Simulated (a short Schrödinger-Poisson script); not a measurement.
Stack: MOS inversion layer, SiO2 on p-type Si(111), at 300 K.

From the gate side: 3.5 nm SiO2; 380 nm Si, acceptors 1.3e18 cm⁻³.

The device is made up for the run: typed textbook-type constants, with dimensions and the other settings drawn at random. SiO2: permittivity 3.9, conduction-band edge (eV) 3.15, gap (eV) 9, electron mass (mₑ) 0.5. Si: permittivity 11.7, conduction-band edge (eV) 0, gap (eV) 1.124, Nv at 300 K (cm⁻³) 3.1e19.

Channel valleys (confinement mass, in-plane density-of-states mass, number): Δ6 0.258, 0.358, 6. At the gate the conduction-band edge of layer 1 lies 3.48 eV − eVg above the Fermi level of the channel; the field vanishes at the back. Gaps are held at their typed values at every temperature. Mesh 0.03 nm at interfaces.

From a short Schrödinger-Poisson script (our own, NumPy): 1D Poisson equation in equilibrium, electrons quantum, Hartree (BenDaniel-Duke, 12 states a valley, the channel's in-plane mass for all, wave functions free to enter the dielectric), parabolic valleys, classical holes, full ionisation, no traps, pinning or gate leakage.

```csv
Vg (V),electrons (cm⁻²),C (μF/cm²),Δ6 E0 (meV from the Fermi level)
0.9,1.72e9,0.257,245.9
1.05,7.30e10,0.412,149.0
1.2,5.15e11,0.702,98.2
1.35,1.19e12,0.792,76.3
1.5,1.93e12,0.827,63.3
1.65,2.71e12,0.847,54.1
1.8,3.50e12,0.859,47.0
1.95,4.31e12,0.868,41.1
2.1,5.12e12,0.875,36.2
2.25,5.95e12,0.880,31.9
2.4,6.77e12,0.885,28.0
2.55,7.61e12,0.889,24.5
2.7,8.44e12,0.893,21.3
2.85,9.28e12,0.896,18.4
3,1.01e13,0.898,15.6
3.15,1.10e13,0.901,13.1
3.3,1.18e13,0.903,10.6
3.45,1.27e13,0.905,8.3
```

Gate voltages with under 1e9 electrons/cm² are left out.

### Question
At Vg = 3.45 V the lowest Δ6 subband lies at 8.3 meV from the Fermi level. How many electrons does it hold, and what share of all?

### Answer
The two-dimensional density of states is g m/(πħ²) = 8.97e11 cm⁻² meV⁻¹ (both spins), kT = 25.9 meV, so n = D kT ln(1 + exp(−E/kT)) = 1.26e13 cm⁻², 1.00 of the 1.27e13 cm⁻² in all.

### Question
Compare the slope of the sheet density between 3.15 and 3.45 V with the geometric capacitance of the layers between gate and channel.

### Answer
q Δn/ΔV = 0.908 μF/cm²; ε0/Σ(t/ε) = 0.987 μF/cm². The ratio is 0.92: the channel acts as a further capacitance in series.
